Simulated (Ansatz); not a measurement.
The starting structures come from a database of crystals and need not be the phases stable at ambient conditions.

Tunnelling through a barrier is set by its complex band structure: the current falls as exp(−2κd) with the smallest κ.

```
HfSrO3
1.0
    5.76053     0.00000     0.00000
    0.00000     9.98223     0.00000
    0.00000    -3.34332     4.71127
Sr Hf O
4 4 12
Direct
  0.49478   0.25000   0.77440
  0.50522   0.75000   0.22560
  0.99478   0.75000   0.72560
  0.00522   0.25000   0.27440
  0.50000   0.00000   0.00000
  0.00000   0.00000   0.50000
  0.00000   0.50000   0.00000
  0.50000   0.50000   0.50000
  0.28069   0.46524   0.74595
  0.71931   0.53476   0.25405
  0.78069   0.53476   0.75405
  0.21931   0.46524   0.24595
  0.21931   0.03476   0.81547
  0.78069   0.96524   0.18453
  0.71931   0.96524   0.68453
  0.28069   0.03476   0.31547
  0.56634   0.25000   0.23661
  0.43366   0.75000   0.76339
  0.06634   0.75000   0.26339
  0.93366   0.25000   0.73661
```

Space group of this cell: Pnma. The cell is taken as given.

Transport runs along the normal of the first two printed cell vectors.

The gap is the functional's own. No spin-orbit coupling. Mid-gap values are interpolated on the energy grid.

**Question.** Predict the band gap and the smallest decay constant κ at mid-gap from Ansatz (a first-principles code) with PBEsol.

**Answer.** Gap 4.12 eV on a 6×6×6 mesh; κ = 0.342 1/Å, at the zone centre.
